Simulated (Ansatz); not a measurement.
The reference is SnSe in the GeS type structure (space group Pnma, No. 62; a = 11.5358 Å, b = 4.1209 Å, c = 4.5782 Å; layered, stacked along the Cartesian x axis). Axes: x, y, z lie along a, b, c of the conventional cell.

Level of theory: DFT with r2SCAN+rVV10, PAW potentials and a 500 eV plane-wave cutoff in Ansatz (a first-principles code), no spin-orbit coupling.

Strains are applied to the cell and any free atomic positions relax; under stress the whole cell relaxes.

One change was made to it. Results:

| quantity | base | after |
|---|---|---|
| energy relative to the base (free energy F) | 0 meV/atom | 0.0 meV/atom |
| shortest interatomic distance | 2.757 Å | 2.757 Å |

What was done to the base?
A) tensor shear ε_yz = +0.17 %
B) isotropic strain −0.74 %
C) uniaxial strain ε_yy = +2.23 %
D) uniaxial stress, 2 GPa tension along x

A, tensor shear ε_yz = +0.17 %. For comparison, the energy relative to the base in the other runs: isotropic strain −0.74 % gives +1.4 meV/atom; uniaxial strain ε_yy = +2.23 % gives +3.1 meV/atom; uniaxial stress, 2 GPa tension along x gives +10 meV/atom.

Stability under load was not tested beyond the relaxation.
